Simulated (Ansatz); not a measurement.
The parent structure is BN in the h-BN type structure (space group P6_3/mmc, No. 194; a = 2.506 Å, c = 6.615 Å; layered, stacked along the Cartesian z axis).

It is then changed as follows: the cell is scaled by 1.0095 in all directions; the atoms relax in the strained cell.

Levels (all Ansatz, a quantum-chemistry and plane-wave program, PAW): PBE-D3(BJ) (420 eV, no spin-orbit coupling); r2SCAN (500 eV, without spin-orbit coupling); HSE06 (420 eV, no SOC); PBE+SOC (420 eV, noncollinear with spin-orbit coupling).

One geometry, relaxed with PBE-D3(BJ), under each level:

| level | band gap | lowest conduction level above the VBM at special points |
|---|---|---|
| PBE-D3(BJ) | 4.21 eV | M 4.21 eV; H 4.54 eV; L 4.66 eV; K 4.75 eV |
| r2SCAN | … | … |
| HSE06 | 5.50 eV | M 5.50 eV; H 5.93 eV; L 5.98 eV; Γ 6.35 eV |
| PBE+SOC | 4.21 eV | M 4.21 eV; H 4.54 eV; L 4.66 eV; K 4.75 eV |

Q: Give the withheld r2SCAN results.

A: 
- r2SCAN, band gap: 4.76 eV
- r2SCAN, lowest conduction level above the VBM at special points: M 4.76 eV; H 5.18 eV; L 5.22 eV; K 5.40 eV

Single points use the geometry relaxed with PBE-D3(BJ). HSE06 gaps are upper bounds (no full band path). Differences between runs with and without spin-orbit coupling are approximate. Whether these cells are dynamically stable was not tested.
